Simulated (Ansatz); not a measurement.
# Ansatz run on a (110) slab of MgS (cut from a parent of space group no. 216; 8 atoms in the cell): self-consistent single point

Method of the run: LDA (PW92), default PAW files made with PBE (plane waves; Ansatz, a first-principles code).

Input:

Ansatz 0.2 input:
```yaml
# MgS
crystal:
  lattice:
    - [5.694572, 0.000000, 0.000000]
    - [0.000000, 4.026670, 0.000000]
    - [0.000000, 0.000000, 20.040016]
  atoms:
    - { symbol: Mg, position: [0.000000, 0.250000, 0.449765] }
    - { symbol: Mg, position: [0.500000, 0.750000, 0.349301] }
    - { symbol: Mg, position: [0.000000, 0.250000, 0.650699] }
    - { symbol: Mg, position: [0.500000, 0.750000, 0.550235] }
    - { symbol: S, position: [0.750000, 0.250000, 0.349301] }
    - { symbol: S, position: [0.250000, 0.750000, 0.449765] }
    - { symbol: S, position: [0.750000, 0.250000, 0.550235] }
    - { symbol: S, position: [0.250000, 0.750000, 0.650699] }
basis:
  ecutwfc: 420.0 eV
kpoints:
  mp_grid: { grid: [4, 6, 1] }
hamiltonian:
  xc: lda
  pseudopotentials: { kind: paw }
scf:
  occupations: { method: fermi_dirac, width: 0.05 eV }
output:
  forces: true
  eigenvalues: true
  stress: true
```

The program printed (abridged):

```
WARN ansatz: RAYON_NUM_THREADS=1 ignored (pool sized by the plan → 1); use --threads N
Pseudopotentials: kind: paw
Pseudopotential: Mg, paw, valence charge 10
Pseudopotential: S, paw, valence charge 6
Crystal: 8 atoms, lattice volume = 459.521 Å³
Basis set: ecut = 420 eV, 9025 PW (Γ)
Bands: 40, of which v1, the nominal top of the filled ones, is band 32 counted from 1 (31 counted from 0)
Symmetry: 4 space group operations
Space group: Pmn21 (ITA 31), of the structure as read, at distance tolerance 7.7e-5 Å
k-points: 12 of 24 (time reversal used)
PAW frozen core: Mg, regenerated for the run's functional, and the local potential with it
PAW frozen core: S, regenerated for the run's functional, and the local potential with it
Initial density: superposition of atomic densities (neutral atoms: chi_scale 0, normalization atom), corrected by the library's trained network
Initial wavefunctions: pseudopotential atomic-orbital guess
Eigensolver: davidson
Functional: x = slater, c = lda
SCF iter   1: F=—  HF=-11093.276103 eV  |F-HF|=—  |Δ(HF+E_count)|=         —  Δρ=3.77e-3  dr2=5.77e-2  ethr=1.77e-3  ⟨swp⟩=9.2  Hψ=2347  notcnv=0  defer=3
all-band conjugate gradients solve this SCF's bands
preconditioner: auto → Resta (q_TF=auto, 1.964 Å⁻¹)
SCF iter   2: F=—  HF=-11093.257925 eV  |F-HF|=—  |Δ(HF+E_count)|=   1.82e-2  Δρ=1.64e-3  dr2=1.11e-2  ethr=9.02e-5  ⟨swp⟩=2.2  Hψ=905  notcnv=0  defer=35
SCF iter   3: F=—  HF=-11093.256208 eV  |F-HF|=—  |Δ(HF+E_count)|=   1.72e-3  Δρ=4.12e-4  dr2=1.05e-3  ethr=1.74e-5  ⟨swp⟩=2.0  Hψ=826  notcnv=0  defer=35
SCF iter   4: F=—  HF=-11093.256098 eV  |F-HF|=—  |Δ(HF+E_count)|=   1.10e-4  Δρ=1.21e-4  dr2=1.17e-4  ethr=1.64e-6  ⟨swp⟩=2.0  Hψ=600  notcnv=0  defer=35
SCF iter   5: F=—  HF=-11093.256104 eV  |F-HF|=—  |Δ(HF+E_count)|=   6.93e-6  Δρ=2.57e-5  dr2=3.61e-6  ethr=1.82e-7  ⟨swp⟩=2.0  Hψ=574  notcnv=0  defer=35
SCF iter   6: F=—  HF=-11093.256157 eV  |F-HF|=—  |Δ(HF+E_count)|=   5.25e-5  Δρ=1.10e-5  dr2=7.33e-7  ethr=5.63e-9  ⟨swp⟩=2.0  Hψ=844  notcnv=0  defer=35
SCF iter   7: F=-11093.256157 eV  HF=-11093.256157 eV  |F-HF|=1.02e-8  |Δ(HF+E_count)|=   1.49e-7  Δρ=2.32e-6  dr2=2.29e-8  ethr=1.56e-10  ⟨swp⟩=12.8  Hψ=2485  notcnv=0
SCF 1 converged in 7 iterations: F = -11093.256157 eV  dr2 = 2.29e-8
SCF converged after 7 iterations
Free energy (F): -11093.256157 eV
Harris-Foulkes:  -11093.256157 eV  (|F-HF|=1.02e-8)
Internal energy: -11093.256157 eV  (E = F + TS)
E sigma→0 (E₀):  -11093.256157 eV
Fermi energy:    -0.798678 eV
--- Per-component energies (eV) ---
  E_band       = -1822.047426
  E_kinetic    = 730.568899
  E_local      = -27498.453951  (includes V_loc(G=0)·N_el)
  E_nonlocal   = 502.052102
  E_hartree    = 12540.508988
  E_xc         = -498.681343
  E_vxc        = -498.723686  (∫ρ·V_xc dr)
  E_paw        = -3361.224746  (= ΣΔE_a)
  E_vpaw       = -138.519949  (= ΣTr[D̂ρ^β])
  E_aug_tail   = 0.000008  (compensation charges beyond the density's cutoff)
  E_ewald      = 6490.759180
  E_core_change = 1.214708  (= ΣΔE_core)
  E_smearing   = -0.000000  (= −TS)
  E_closure    = 0.000000  (closes the sum)
  Σ components = -11093.256157   (vs F -11093.256157, Δ=0.00e0)
--- Forces (eV/Å), atoms counted from 1 ---
  atom   1  Mg    -0.16206164     0.00000000    -0.12082165
  atom   2  Mg     1.00812007     0.00000000     1.08106662
  atom   3  Mg     1.00812007     0.00000000    -1.08106662
  atom   4  Mg    -0.16206164     0.00000000     0.12082165
  atom   5  S     -0.70870077     0.00000000    -0.30692392
  atom   6  S     -0.13735701     0.00000000    -0.36915410
  atom   7  S     -0.13735701     0.00000000     0.36915410
  atom   8  S     -0.70870077     0.00000000     0.30692392
  max |Σ_I F_I| component: 1.32e-6 eV/Å
--- Stress (GPa, compression-positive) ---
       -2.221144       0.000000       0.000000
        0.000000      -2.038528       0.000000
        0.000000       0.000000      -1.288092
  P = ⅓ Tr σ = -1.8493 GPa (-18.493 kbar)
  The stress holds the Pulay correction. Without it, at fixed plane waves, as pw.x and ABINIT print it: P = -1.8518 GPa
--- Band table (eV; the first three rows and the last of 12) ---
  k-point 0: bands = ["-76.1484", "-76.1484", "-75.3520", "-75.3519", "-43.6410", "-43.6410", "-43.5396", "-43.5396", "-43.5259", "-43.5259", "-42.7862", "-42.7861", "-42.7798", "-42.7794", "-42.7744", "-42.7737", "-13.2654", "-12.7982", "-12.2350", [...]
  k-point 1: bands = ["-76.1484", "-76.1484", "-75.3520", "-75.3519", "-43.6410", "-43.6410", "-43.5396", "-43.5396", "-43.5262", "-43.5262", "-42.7861", "-42.7861", "-42.7801", "-42.7797", "-42.7743", "-42.7737", "-13.1744", "-12.7500", "-12.1975", [...]
  k-point 2: bands = ["-76.1484", "-76.1484", "-75.3519", "-75.3519", "-43.6409", "-43.6409", "-43.5395", "-43.5395", "-43.5268", "-43.5268", "-42.7861", "-42.7860", "-42.7806", "-42.7804", "-42.7741", "-42.7738", "-12.9516", "-12.6779", "-12.1139", [...]
  k-point 11: bands = ["-76.1484", "-76.1484", "-75.3519", "-75.3519", "-43.6409", "-43.6409", "-43.5395", "-43.5395", "-43.5271", "-43.5271", "-42.7860", "-42.7860", "-42.7809", "-42.7809", "-42.7739", "-42.7739", "-12.7241", "-12.7241", [...]
```

The run converged in 7 iterations.

The starting cell comes from a database of computed structures (which also holds hypothetical and non-ambient phases and stackings), without a prior relaxation at this level. The slab is cut from that crystal, and its faces are unrelaxed. Its lattice was rescaled by up to half a per cent. Spin polarisation is off, though cut faces can carry moments; a gap of a slab can lie between surface states. Forces in this geometry exceed 1 eV/Å.
